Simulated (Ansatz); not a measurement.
# SnS (model structure, started from the PtS type, P4₂/mmc, No. 131, 4 atoms in the cell): properties by level of theory

```
level (code)         equilibrium lattice constant a (Å)  lattice parameter c (Å)
-------------------  ----------------------------------  -----------------------
PBE (Ansatz)                                      3.763                    7.856
PBEsol (Ansatz)                                       …                    7.836
PBE-D3(BJ) (Ansatz)                               3.617                        …
```

### Question
Complete the blanks.

### Answer

- PBEsol (Ansatz, an electronic-structure program), equilibrium lattice constant a (Å): 3.609
- PBE-D3(BJ) (Ansatz), lattice parameter c (Å): 7.893

Ansatz's density-functional and Hartree–Fock values are scalar-relativistic unless marked +SOC, with PAW data made under PBE.

Static lattice: no zero-point or thermal effects.

A model structure was made by putting elements into a prototype or built by hand; it is no filed structure, need not be a known phase, and can be a saddle point held by its symmetry.
